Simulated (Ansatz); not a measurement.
Consider Rb in the bcc (W type) structure (space group Im-3m, No. 229; a = 5.575 Å).

Level of theory: PBEsol in Ansatz (plane waves to 420 eV, PAW, no spin-orbit coupling).

For the base:

```
Quantity              Result
-------------------  -------
Lattice parameter a  5.575 Å
```

It is then changed as follows: Na takes the place of Rb on all its sites; the structure is relaxed again.

Tabulated Pauling electronegativity and covalent radius: Rb 0.82, 2.20 Å; Na 0.93, 1.66 Å.

**Question.** What happens to the lattice parameter a?

**Answer.** The lattice parameter a shrinks by 1.404 Å (5.575 Å → 4.171 Å).

Stability against distortions was not tested. All final runs are without spin polarisation.

Ansatz is an electronic-structure program.
